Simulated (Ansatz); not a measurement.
Take PbS in the rock salt structure (space group Fm-3m, No. 225) as the base.

```yaml
crystal:
  lattice:
    - [0.00000, 2.95134, 2.95134]
    - [2.95134, 0.00000, 2.95134]
    - [2.95134, 2.95134, 0.00000]
  atoms:
    - { symbol: Pb, position: [0.00000, 0.00000, 0.00000] }
    - { symbol: S, position: [0.50000, 0.50000, 0.50000] }
```

All numbers come from Ansatz (a quantum-chemistry and plane-wave program), PBEsol, PAW, cutoff 420 eV, no spin-orbit coupling.

Strains are applied to the cell and any free atomic positions relax.

One change was made to it. Results:

The width of the top valence band drops by 0.23 eV, from 3.58 eV to 3.35 eV; the mean gap deformation potential ΔEg/Δln V is +3.7 eV; the gap character is still direct at L.

**Question.** What was done to the base?
A. isotropic strain −0.50 %
B. isotropic strain +1.00 %
C. isotropic strain +3.00 %

**Answer.** B, isotropic strain +1.00 %. For comparison, the width of the top valence band in the other runs: isotropic strain +3.00 % gives 2.93 eV; isotropic strain −0.50 % gives 3.70 eV.

Spin-orbit coupling, missing from the scalar runs, can matter with Pb. Whether these cells are dynamically stable was not tested. A zero or small gap of PbS can be the functional's error rather than a property of the material.
